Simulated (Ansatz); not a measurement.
GaAs under load (space group P6_3mc), Ansatz (an electronic-structure program) with r2SCAN with spin-orbit coupling, rigid bands. Condition of this run: biaxial stress in the c plane of 1.2 GPa (compression positive) (the target of the relaxation). Band gap 0.94 eV, N_c = 4.17e17 cm⁻³ and N_v = 4.57e18 cm⁻³ at 300 K, conductivity masses along z (a = (3.96, 0.00, 0.00) Å; b = (-1.98, 3.43, 0.00) Å; c = (0.00, 0.00, 6.59) Å) of 0.0578 mₑ (electrons) and 0.913 mₑ (holes). Take k_BT = 0.02585 eV.

What thermal injection velocity √(2k_BT/πm) limits a ballistic channel along the direction named?

2.24e7 cm/s for electrons and 5.63e6 cm/s for holes, a ratio of √(m_h/m_e) = 3.97, for dilute carriers.

Find the intrinsic carrier density and the intrinsic Fermi level.

n_i = √(N_c N_v) exp(−E_g/2k_BT) = 1.38e18 × exp(−18.18) = 1.8e10 cm⁻³. The level lies (k_BT/2) ln(N_v/N_c) = 31 meV from mid-gap (positive towards the conduction band). Each 0.1 eV added to the gap lowers n_i by a factor of 6.9.

Rigid bands with the computed gap; masses take one relaxation time for all states. Geometry: cell and atoms relaxed with PBEsol.
